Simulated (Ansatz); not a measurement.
Consider the following.

Host crystal: anatase TiO2, with a band gap (PBE, scalar-relativistic without spin-orbit coupling).

End structure of H2O on the 1x1 (101) surface of anatase TiO2 (cut with top plane O), one in a 2x1 cell, started at the site 'bridge O-O (span 2.8 Å)':

```xyz
39
Lattice="7.5975 0.0000 0.0000 1.8994 5.2090 0.0000 0.0000 0.0000 28.5000" Properties=species:S:1:pos:R:3 pbc="T T T"
O      1.8994     2.2734     9.5548
O      5.6981     2.2734     9.5548
Ti     1.8994     3.8696    10.4672
Ti     5.6981     3.8696    10.4672
O      3.7988     4.3968    10.2347
O      7.5975     4.3968    10.2347
O      3.7988     0.6610    10.9426
O      7.5975     0.6610    10.9426
Ti     1.8994     1.0646    10.9433
Ti     5.6981     1.0646    10.9433
O      1.8994     2.8956    11.9562
O      5.6981     2.8956    11.9562
O      1.8994     0.6402    13.0347
O      5.6981     0.6402    13.0347
Ti     1.9017     2.3903    13.9397
Ti     5.6955     2.4073    13.9511
O      3.7971     2.8151    14.0075
O      7.5986     2.8286    13.9828
O      1.9033     4.3288    14.5034
O      5.6935     4.3288    14.5154
Ti     3.7928     4.7442    14.5785
Ti     7.6031     4.7432    14.5346
O      1.8818     1.3001    15.4548
O      5.7161     1.3080    15.4526
O      3.7858     4.2784    16.6099
O      7.6063     4.2821    16.5300
Ti     1.9058     0.9137    17.5075
Ti     5.6896     0.9446    17.5020
O      3.7959     1.3606    17.4751
O      7.6005     1.3343    17.5368
O      1.8821     2.8115    18.2801
O      5.7149     2.7899    18.2777
Ti     3.7895     3.3278    18.1801
Ti     7.6023     3.3349    18.0302
O      3.8541     5.0009    18.9828
O      7.5544     4.9595    18.9270
O      3.7780     2.2117    20.2431
H      4.5913     1.6749    20.2966
H      3.0627     1.5453    20.2108
```

Slab: 39 atoms, 9.4 Å thick at the start under the adsorbate (thin: gaps and levels are the slab's own); k 2x3x1, smearing 0.01 eV, dipole-corrected; single point; no symmetry held, on the structure that PBE left; no spin, no spin-orbit, no U, no dispersion correction. At the end it is bonded to Ti. In PBE it is, or lies within 0.03 eV of, the lowest of the starts that converged; the order may differ at this level.

A negative adsorption energy means that the adsorbate is more stable on the surface than in its reference.

Problem. What gap of the slab on its k-mesh does HSE06, at the PBE geometry in Ansatz (a quantum-chemistry and plane-wave program) give?

Solution. 4.01 eV

Problem. Estimate the change of the step from the bottom to the top vacuum level, against the clean slab that HSE06, at the PBE geometry returns for this input.

Solution. -0.60 eV

Problem. What is the computed highest filled level below the top vacuum level (HSE06, at the PBE geometry)?

Solution. 7.92 eV

Problem. What adsorption energy against H2O(g) at the same level does HSE06, at the PBE geometry give?

Solution. -0.65 eV
